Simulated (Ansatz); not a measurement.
Ansatz (a first-principles code) is run on InAs (P6_3mc, 4 atoms in the cell), and the run fails. The aim is a self-consistent single point with DFT, r2SCAN, plane waves, default PAW files made with PBE.

Cell that was meant: a = 4.3114 Å, b = 4.3114 Å, c = 7.0888 Å, α = 90.00°, β = 90.00°, γ = 120.00°.

Part of the input:

Ansatz 0.2 input:
```yaml
  atoms:
    - { symbol: In, position: [0.666667, 0.333333, 0.500590] }
    - { symbol: In, position: [0.333333, 0.666667, 0.000590] }
    - { symbol: As2+, position: [0.666667, 0.333333, 0.874910] }
    - { symbol: As, position: [0.333333, 0.666667, 0.374910] }
basis:
  ecutwfc: 500.0 eV
```

Output, abridged:

```
Error: YAML parse error: error: line 9 column 17: `As2+` is not an element symbol (H … Og, case-exact)
  --> <input>:9:17
   |
 7 |     - { symbol: In, position: [0.666667, 0.333333, 0.500590] }
 8 |     - { symbol: In, position: [0.333333, 0.666667, 0.000590] }
 9 |     - { symbol: As2+, position: [0.666667, 0.333333, 0.874910] }
   |                 ^ `As2+` is not an element symbol (H … Og, case-exact)
10 |     - { symbol: As, position: [0.333333, 0.666667, 0.374910] }
11 | basis:
   |
```

Q: From the messages shown, name the fault and mend the input.

A: The fault is a mistyped element symbol. The symbol names no element. To fix it, correct the symbol. The program stopped before any SCF iteration.

The sound input it was made from differs as follows (other fixes are possible):
```diff
-    - { symbol: As2+, position: [0.666667, 0.333333, 0.874910] }
+    - { symbol: As, position: [0.666667, 0.333333, 0.874910] }
```

With that input, the run converged in 7 iterations: free energy E − TS (on the zero of these files) -20954.3275 eV; pressure -0.07 GPa (DFT, r2SCAN, plane waves, default PAW files made with PBE).

On the sound input: the starting cell comes from a database of computed structures (which also holds hypothetical and non-ambient phases and stackings), without a prior relaxation at this level. Ansatz's pressure includes its estimate of the finite-basis (Pulay) stress. A gap is left out here, as mesh or smearing make it unsure.
